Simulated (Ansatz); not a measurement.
BN (model structure, started from the rocksalt type, Fm-3m, No. 225, 2 atoms in the cell) was calculated with PBEsol (plane waves, PAW; Ansatz, a program for electronic structure).

Run with plane-wave cutoff 520 eV, 16×16×16 k mesh, Fermi–Dirac smearing 0.01 eV, scalar-relativistic PAW data made under PBE.

Cell (relaxed with PBEsol):

```xyz
2
Lattice="0.0000 1.7413 1.7413 1.7413 0.0000 1.7413 1.7413 1.7413 0.0000" Properties=species:S:1:pos:R:3 pbc="T T T"
N      0.0000     0.0000     0.0000
B      1.7413     1.7413     1.7413
```

Task: Estimate the band gap, smallest direct gap on the k points sampled and direct gap at Γ that the calculation returns.

Result: 
band gap: 1.29 eV (indirect)
smallest direct gap on the k points sampled: 5.87 eV
direct gap at Γ: 10.33 eV

Note: the relaxation could raise the start's symmetry but not lower it, so the cell can be a saddle point.

Static lattice: no zero-point or thermal effects.

A model structure was made by putting elements into a prototype or built by hand; it is no filed structure, need not be a known phase, and can be a saddle point held by its symmetry.
